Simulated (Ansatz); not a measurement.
Input and output of a self-consistent single point for Mo (Im-3m, 1 atom in the cell) (Ansatz, a first-principles code).

Method of the run: LDA (PW92), PAW files made with PBE (plane waves; Ansatz).

The change in words: lattice scaled by 0.98; kpoints.mp_grid.grid: 15 15 15 → 39 39 39. Reference geometry:
```
CELL_PARAMETERS angstrom
     -1.56713     1.56713     1.56713
      1.56713    -1.56713     1.56713
      1.56713     1.56713    -1.56713
ATOMIC_POSITIONS crystal
  Mo 0.00000 0.00000 0.00000
```

Reference input (self-consistent single point, DFT, LDA (PW92), plane waves, PAW files made with PBE): basis.ecutwfc = 30.9 Ry; kpoints.mp_grid.grid = 15 15 15; hamiltonian.xc = lda; hamiltonian.pseudopotentials = {kind: paw} (the program's default PAW files); scf.occupations.method = fermi_dirac; scf.occupations.width = 0.0073 Ry. This run's input differs from it in these lines:

Ansatz 0.2 input:
```diff
@@ -3,5 +3,5 @@
   lattice:
-    - [-1.567125, 1.567125, 1.567125]
-    - [1.567125, -1.567125, 1.567125]
-    - [1.567125, 1.567125, -1.567125]
+    - [-1.535782, 1.535782, 1.535782]
+    - [1.535782, -1.535782, 1.535782]
+    - [1.535782, 1.535782, -1.535782]
   atoms:
@@ -12,3 +12,3 @@
   mp_grid:
-    grid: [15, 15, 15]
+    grid: [39, 39, 39]
 hamiltonian:
```

Output, abridged:

```
SCF iter   1: F=—  HF=-4843.516845 eV  |F-HF|=—  |Δ(HF+E_count)|=         —  Δρ=1.09e-1  dr2=1.59e0  ethr=3.10e-3  ⟨swp⟩=5.0  Hψ=94369  notcnv=0
all-band conjugate gradients solve this SCF's bands
preconditioner: auto → none
SCF iter   2: F=—  HF=-4842.892319 eV  |F-HF|=—  |Δ(HF+E_count)|=   6.25e-1  Δρ=3.35e-2  dr2=5.42e-2  ethr=3.10e-3  ⟨swp⟩=2.5  Hψ=44820  notcnv=0  defer=20
SCF iter   3: F=—  HF=-4842.877935 eV  |F-HF|=—  |Δ(HF+E_count)|=   1.44e-2  Δρ=1.31e-2  dr2=7.82e-3  ethr=3.87e-4  ⟨swp⟩=1.0  Hψ=17544  notcnv=0  defer=20
SCF iter   4: F=—  HF=-4842.875821 eV  |F-HF|=—  |Δ(HF+E_count)|=   2.11e-3  Δρ=3.60e-4  dr2=4.69e-6  ethr=5.59e-5  ⟨swp⟩=1.5  Hψ=20337  notcnv=0  defer=20
SCF iter   5: F=—  HF=-4842.875838 eV  |F-HF|=—  |Δ(HF+E_count)|=   1.65e-5  Δρ=4.52e-5  dr2=6.26e-8  ethr=7.14e-10  ⟨swp⟩=7.0  Hψ=95376  notcnv=0
SCF iter   6: F=-4842.875838 eV  HF=-4842.875838 eV  |F-HF|=2.54e-9  |Δ(HF+E_count)|=   2.35e-8  Δρ=7.42e-6  dr2=3.71e-9  ethr=4.47e-10  ⟨swp⟩=2.8  Hψ=54747  notcnv=0
SCF 1 converged in 6 iterations: F = -4842.875838 eV  dr2 = 3.71e-9
Free energy (F): -4842.875838 eV
Internal energy: -4842.855174 eV  (E = F + TS)
E sigma→0 (E₀):  -4842.865506 eV
Entropy (-TS):   -0.020664 eV (-20.664 meV/atom)
Fermi energy:    22.736733 eV
--- Forces (eV/Å), atoms counted from 1 ---
  atom   1  Mo     0.00000000    -0.00000000     0.00000000
--- Stress (GPa, compression-positive) ---
       12.364973       0.000000      -0.000000
        0.000000      12.364973       0.000000
        0.000000       0.000000      12.364973
  P = ⅓ Tr σ = 12.3650 GPa (123.650 kbar)
  The stress holds the Pulay correction. Without it, at fixed plane waves, as pw.x and ABINIT print it: P = 12.3603 GPa
```

The run converged in 6 iterations. Against the reference run the free energy rises by 12.8 meV/atom and the pressure goes from -5.83 to 12.36 GPa.

The starting cell has typed, rounded lattice constants, without a prior relaxation at this level. Its lattice was rescaled by up to half a per cent. For this run, on top of that: lattice scaled by 0.98. Spin polarisation is off. With a pressure of about 12 GPa the cell is away from its equilibrium volume at this level. Ansatz's pressure includes its estimate of the finite-basis (Pulay) stress.
